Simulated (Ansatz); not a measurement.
Effect of tensor shear ε_xy = +1.71 % on HfO2

Consider HfO₂ in the fluorite structure (space group Fm-3m, No. 225; a = 5.044 Å). Axes: x, y, z lie along the cube axes.

The change: a pure shear with ε_xy = ε_yx = 0.0171; the atoms relax in the strained cell.

The values are results of PBEsol (Ansatz, an electronic-structure program), no spin-orbit coupling, not measurements. Γ-centred 11×11×11 mesh, Fermi–Dirac width 0.05 eV.

```json
[
 {"quantity": "volume per atom", "base": "10.69 Å³", "changed": "10.69 Å³", "shift": "0.00 Å³"},
 {"quantity": "energy relative to the base (free energy F)", "base": "0 meV/atom", "changed": "+2.8 meV/atom", "shift": "+2.8 meV/atom"},
 {"quantity": "pressure (mean of the normal stresses, compression positive)", "base": "0.00 GPa", "changed": "0.16 GPa", "shift": "+0.153 GPa"},
 {"quantity": "band gap", "base": "3.69 eV", "changed": "3.69 eV", "shift": "0.00 eV"},
 {"quantity": "gap character", "base": "–", "changed": "direct at X", "shift": "–"},
 {"quantity": "largest internal atomic displacement", "base": "–", "changed": "0.014 Å", "shift": "–"},
 {"quantity": "stress (xx, yy, zz, yz, xz, xy; compression positive)", "base": "–", "changed": "(0.16, 0.16, 0.14, 0.00, 0.00, -2.41) GPa", "shift": "–"}
]
```

With Hf present, leaving out spin-orbit coupling can change the band edges. Stability against distortions was not tested. This is not the structure that HfO2 has at room temperature and ambient pressure. k-point labels follow each cell's own Brillouin zone.
